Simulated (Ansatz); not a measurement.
Base system: SiO$_{2}$ in the rutile structure (space group P4_2/mnm, No. 136; a = 4.185 Å, c = 2.669 Å). Axes: x, y, z lie along a, b, c of the conventional cell.

Structures relaxed with DFT with r2SCAN, PAW potentials and a 500 eV plane-wave cutoff in Ansatz (a program for electronic structure), scalar-relativistic without spin-orbit coupling.

Base:

Simulated powder pattern, Cu Kα1, λ = 1.54056 Å (kinematic, ideal powder, no thermal factors, no anomalous dispersion; the 10 strongest lines at most, above 2 %, up to 2θ = 90°):

| 2θ (°) | I/Imax (%) | hkl |
|---|---|---|
| 30.17 | 100 | (110) |
| 40.04 | 25 | (101) |
| 45.74 | 41 | (111) |
| 48.60 | 15 | (210) |
| 60.35 | 60 | (211) |
| 62.74 | 20 | (220) |
| 70.51 | 11 | (002) |
| 71.18 | 6.5 | (310) |
| 77.08 | 28 | (301) |
| 78.57 | 11 | (112) |

One thing is altered: biaxial strain +1.06 %, plane normal [001], relaxed out of plane (Cartesian); in-plane vectors clamped, the third vector and the atoms free.

After the change:

Simulated powder pattern, Cu Kα1, λ = 1.54056 Å (kinematic, ideal powder, no thermal factors, no anomalous dispersion; the 10 strongest lines at most, above 2 %, up to 2θ = 90°):

| 2θ (°) | I/Imax (%) | hkl |
|---|---|---|
| 29.85 | 100 | (110) |
| 40.07 | 23 | (101) |
| 45.66 | 39 | (111) |
| 48.06 | 16 | (210) |
| 60.00 | 59 | (211) |
| 62.01 | 20 | (220) |
| 70.33 | 6.3 | (310) |
| 70.94 | 10 | (002) |
| 76.43 | 28 | (301) |
| 78.82 | 11 | (112) |

The indices refer to the base's conventional cell; one index is shown for lines that coincide.

Whether these cells are dynamically stable was not tested.
